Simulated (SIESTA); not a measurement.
Input and output of a self-consistent single point for ZnS (F-43m, 2 atoms in the cell) (SIESTA).

Computed with GGA PBE, numerical atomic orbitals TZP, PseudoDojo PBE standard norm-conserving potentials (rewritten from UPF to PSML) (SIESTA).

The change in words: lattice scaled by 0.98. Reference geometry:
```
ZnS
1.0
    0.00000     2.69018     2.69018
    2.69018     0.00000     2.69018
    2.69018     2.69018     0.00000
Zn S
1 1
Cartesian
  0.00000   0.00000   0.00000
  1.34509   1.34509   1.34509
```

Reference input (self-consistent single point, DFT, GGA PBE, numerical atomic orbitals TZP, PseudoDojo PBE standard norm-conserving potentials (rewritten from UPF to PSML)): XC.functional = GGA; XC.authors = PBE; potentials = PseudoDojo PBE standard; PAO.BasisSize = TZP; PAO.EnergyShift = 0.01 Ry; MeshCutoff = 400 Ry; kgrid.MonkhorstPack = 11 11 11; OccupationFunction = FD; ElectronicTemperature = 10 meV; MaxSCFIterations = 150; SCF.Mixer.Method = Pulay; SCF.Mixer.Weight = 0.25. This run's input differs from it in these lines:

```diff
@@ -12,5 +12,5 @@
 %block LatticeVectors
-     0.000000000    5.083709095    5.083709095
-     5.083709095    0.000000000    5.083709095
-     5.083709095    5.083709095    0.000000000
+     0.000000000    4.982034271    4.982034271
+     4.982034271    0.000000000    4.982034271
+     4.982034271    4.982034271    0.000000000
 %endblock LatticeVectors
```

The program printed (abridged):

```
        iscf     Eharris(eV)        E_KS(eV)     FreeEng(eV)     dDmax    Ef(eV) dHmax(eV)
   scf:    1    -5925.136553    -5965.992059    -5965.992090  1.234344  0.366044 36.039697
   scf:    2    -5996.954910    -5986.430208    -5986.430208  0.769197 -0.725308  6.182125
   scf:    3    -5987.117717    -5986.837042    -5986.837042  0.134177 -1.881661  2.048287
   scf:    4    -5986.781769    -5986.810363    -5986.810363  0.017171 -1.710915  2.597571
   scf:    5    -5986.899919    -5986.876216    -5986.876216  0.083304 -2.703118  0.239584
   scf:    6    -5986.877156    -5986.876865    -5986.876865  0.008689 -2.632018  0.007063
   [... lines left out ...]
mix: Pulay -- inversion failed, > SVD [rank/size] 4 / 7
   scf:    9    -5986.876862    -5986.876857    -5986.876857  0.000274 -2.641553  0.026695
mix: Pulay -- inversion failed, > SVD [rank/size] 4 / 7
   scf:   10    -5986.876869    -5986.876866    -5986.876866  0.001081 -2.633049  0.003037
mix: Pulay -- inversion failed, > SVD [rank/size] 4 / 7
   scf:   11    -5986.876866    -5986.876866    -5986.876866  0.000112 -2.633947  0.000075
mix: Pulay -- inversion failed, > SVD [rank/size] 4 / 7
   scf:   12    -5986.876866    -5986.876866    -5986.876866  0.000007 -2.633935  0.000037
SCF Convergence by DM+H criterion
max |DM_out - DM_in|         :     0.0000065594
max |H_out - H_in|      (eV) :     0.0000373269
SCF cycle converged after 12 iterations

Using DM_out to compute the final energy and forces

siesta: E_KS(eV) =            -5986.8769

siesta: E_KS - E_eggbox =     -5986.8769

siesta: Atomic forces (eV/Ang):
     1    0.000025    0.000025    0.000025
     2   -0.000024   -0.000024   -0.000024
   Tot    0.000001    0.000001    0.000001
   Max    0.000025
   Res    0.000024    sqrt( Sum f_i^2 / 3N )
   Max    0.000025    constrained

Stress tensor Voigt[x,y,z,yz,xz,xy] (kbar):      -72.75      -72.75      -72.75       -0.18       -0.18       -0.18
(Free)E + p*V (eV/cell)    -5985.2127
Target enthalpy (eV/cell)    -5986.8769

siesta: Program's energy decomposition (eV):
siesta: FreeEng =     -5986.876866

   [... lines left out ...]
siesta:    -0.045410   -0.000110   -0.000110
siesta:    -0.000110   -0.045410   -0.000110
siesta:    -0.000110   -0.000110   -0.045410

siesta: Cell volume =         36.648274 Ang**3

siesta: Pressure (static):
siesta:                Solid            Molecule  Units
siesta:           0.00049457          0.00049458  Ry/Bohr**3
siesta:           0.04540969          0.04541056  eV/Ang**3
siesta:          72.75433942         72.75573361  kBar
```

The run converged in 12 iterations. Against the reference run the free energy rises by 28.6 meV/atom, the pressure goes from 0.77 to 7.28 GPa and the gap on the mesh goes from 2.390 to 2.686 eV.

The starting cell comes from a database of computed structures (which also holds hypothetical and non-ambient phases and stackings), without a prior relaxation at this level. Its lattice was rescaled by a random factor within 2.5 % of one. For this run, on top of that: lattice scaled by 0.98. Values carry the incompleteness of an atom-centred basis. With a pressure of about 7 GPa the cell is away from its equilibrium volume at this level.
